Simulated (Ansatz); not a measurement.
## A short convergence ladder for P (P2/m, 2 atoms in the cell)

```yaml
crystal:
  lattice:
    - [2.43681, 0.00000, 0.00000]
    - [0.00000, 2.45073, 0.00000]
    - [-0.02042, 0.00000, 4.87670]
  atoms:
    - { symbol: P, position: [0.00000, 0.00000, 0.25057] }
    - { symbol: P, position: [0.00000, 0.00000, 0.74943] }
```

Base method: LDA (PW92), default PAW files made with PBE (plane waves; Ansatz, an electronic-structure program).

Base settings: basis.ecutwfc = 420 eV; kpoints.mp_grid.grid = 13 13 7; hamiltonian.xc = lda; hamiltonian.pseudopotentials = {kind: paw} (the program's default PAW files); scf.occupations.method = gaussian; scf.occupations.width = 0.1 eV.

**Zone-centre phonons against the cutoff**

In this ladder: phonons.method = dfpt.

The mesh stays at the base's, so the ladder's end is converged at best in this setting alone.

Frequencies are those of the unrelaxed cell, without the LO-TO term of polar crystals.

Only quantities that move along the ladder and can be compared are tabulated.

```csv
basis.ecutwfc,highest zone-centre frequency (cm⁻¹)
210 eV,192.7
250 eV,185.6
295 eV,196.7
355 eV,198.0
420 eV,196.5
505 eV,196.2
630 eV,196.1
```

Coarsest basis.ecutwfc that holds the highest zone-centre frequency within 5 cm⁻¹ of the last step, with all finer ones: 295 eV; the step before is off by 10 cm⁻¹.

On the base run: the starting cell comes from a database of computed structures (which also holds hypothetical and non-ambient phases and stackings), without a prior relaxation at this level. Its lattice was rescaled by up to half a per cent. In the base run, with a pressure of about -4 GPa the cell is away from its equilibrium volume at this level.

Keys are those of Ansatz 0.2.
